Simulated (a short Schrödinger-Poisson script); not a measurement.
Structure: MOS inversion layer, SiO2 on p-type Si(100), at 300 K.

From the gate side: 2.7 nm SiO2; 210 nm Si, acceptors 4.1e18 cm⁻³.

Constants are typed, rounded textbook-type inputs, not results; the design itself was drawn at random and stands for no fabricated device. SiO2: permittivity 3.9, conduction-band edge (eV) 3.15, gap (eV) 9, electron mass (mₑ) 0.5. Si: permittivity 11.7, conduction-band edge (eV) 0, gap (eV) 1.124, Nv at 300 K (cm⁻³) 3.1e19.

Channel valleys (confinement mass, in-plane density-of-states mass, number): Δ2 0.916, 0.19, 2; Δ4 0.19, 0.417, 4. At the gate the conduction-band edge of layer 1 lies 3.25 eV − eVg above the Fermi level of the channel; the field vanishes at the back. Gaps are held at their typed values at every temperature. Mesh 0.03 nm at interfaces.

From a short Schrödinger-Poisson script (our own, NumPy): 1D Poisson equation in equilibrium, electrons quantum, Hartree (BenDaniel-Duke, 12 states a valley, the channel's in-plane mass for all, wave functions free to enter the dielectric), parabolic valleys, classical holes, full ionisation, no traps, pinning or gate leakage.

| Vg (V) | electrons (cm⁻²) | C (μF/cm²) | Δ2 E0 (meV from the Fermi level) | Δ4 E0 (meV from the Fermi level) |
|---|---|---|---|---|
| 1 | 2.09e9 | 0.403 | 199.3 | 289.8 |
| 1.1 | 2.40e10 | 0.448 | 135.9 | 228.3 |
| 1.2 | 1.78e11 | 0.680 | 83.6 | 177.7 |
| 1.3 | 5.72e11 | 0.896 | 52.3 | 147.8 |
| 1.4 | 1.11e12 | 0.995 | 33.6 | 130.4 |
| 1.5 | 1.71e12 | 1.04 | 20.7 | 118.7 |
| 1.6 | 2.35e12 | 1.07 | 10.7 | 109.8 |
| 1.7 | 3.00e12 | 1.09 | 2.5 | 102.7 |
| 1.8 | 3.67e12 | 1.10 | -4.7 | 96.6 |
| 1.9 | 4.35e12 | 1.11 | -11.0 | 91.3 |
| 2 | 5.03e12 | 1.12 | -16.8 | 86.6 |
| 2.1 | 5.73e12 | 1.12 | -22.2 | 82.3 |
| 2.2 | 6.42e12 | 1.13 | -27.2 | 78.3 |
| 2.3 | 7.12e12 | 1.13 | -31.9 | 74.6 |
| 2.4 | 7.82e12 | 1.14 | -36.4 | 71.1 |
| 2.5 | 8.53e12 | 1.14 | -40.7 | 67.8 |

Gate voltages with under 1e9 electrons/cm² are left out.

Question: At Vg = 2.5 V the lowest Δ2 subband lies at -40.7 meV from the Fermi level. How many electrons does it hold, and what share of all?

Answer: The two-dimensional density of states is g m/(πħ²) = 1.59e11 cm⁻² meV⁻¹ (both spins), kT = 25.9 meV, so n = D kT ln(1 + exp(−E/kT)) = 7.23e12 cm⁻², 0.85 of the 8.53e12 cm⁻² in all.

Question: Compare the slope of the sheet density between 2.3 and 2.5 V with the geometric capacitance of the layers between gate and channel.

Answer: q Δn/ΔV = 1.13 μF/cm²; ε0/Σ(t/ε) = 1.28 μF/cm². The ratio is 0.88: the channel acts as a further capacitance in series.
